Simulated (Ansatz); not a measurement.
Defect migration in fcc Cu: W-vacancy pair (W on one host Cu site, one Cu site vacant), neutral cell. These are PBE, PAW (plane waves to 420 eV; Ansatz, a first-principles code) values and carry that method's errors.

Settings: 32 host sites, the relaxed PBE lattice, a 2×2×2 k-point mesh shifted by half a step, smearing 0.10 eV, spin-restricted, no image-charge correction. Energies are static. Spin-orbit coupling is left out. Forms of the defect that were not tried may lie lower.

Barriers: single points on a 4×4×4 k-point mesh shifted by half a step at the bands' geometries (they differ from the bands' own by up to 0.13 eV, and are uncertain by about as much).

A. one Cu atom jumps into the vacancy from a nearby Cu site (W-vacancy distance between ideal sites 2.57 → 3.63 Å); the atom moves 2.47 Å along (0.00, -0.48, 0.49) of the unit cell; the moving atom starts with neighbours 4 Cu at 2.53, Cu at 2.55, 3 Cu at 2.59, 2 Cu at 2.60, Cu at 2.63 Å and ends with 2 Cu at 2.53, Cu at 2.54, 2 Cu at 2.56, 2 Cu at 2.57, Cu at 2.60, 2 Cu at 2.61; W at 2.59 Å; the start lies 0.056 eV above the lowest site run; saddle order not checked, on a symmetry element.
B. the W atom itself jumps into the vacancy (W-vacancy distance between ideal sites 2.57 Å throughout); the atom moves 2.40 Å along (0.00, 0.47, 0.47) of the unit cell; the moving atom starts with neighbours 4 Cu at 2.56, 2 Cu at 2.59, 4 Cu at 2.62, Cu at 2.63 Å and ends with 4 Cu at 2.56, 2 Cu at 2.59, 4 Cu at 2.62, Cu at 2.63 Å; the start lies 0.056 eV above the lowest site run; saddle order not checked, on a symmetry element.

A band can be held on a symmetry element, so unchecked saddle points there may be too high.

Problem. Rank these by forward barrier (lowest first), as PBE, PAW gives it.

Solution. A (0.61 eV), B (1.04 eV)
